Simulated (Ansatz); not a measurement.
Si (diamond structure), cut as (100) film, 3 layers, dimers on {100} faces where they fit, ended by OH; geometry relaxed with PBE. The in-plane lattice is held at the bulk value. With PBE in Ansatz (a quantum-chemistry and plane-wave program) the gap on the k-mesh of the run is 1.55 eV. k-points: Γ-centred 4×4×1 mesh; occupations: Fermi-Dirac, 0.020 eV; spin polarisation not allowed. No spin-orbit coupling.

Problem. What gap does HSE06 in Ansatz give on the same geometry and mesh?

Solution. 2.31 eV, wider by 0.75 eV.
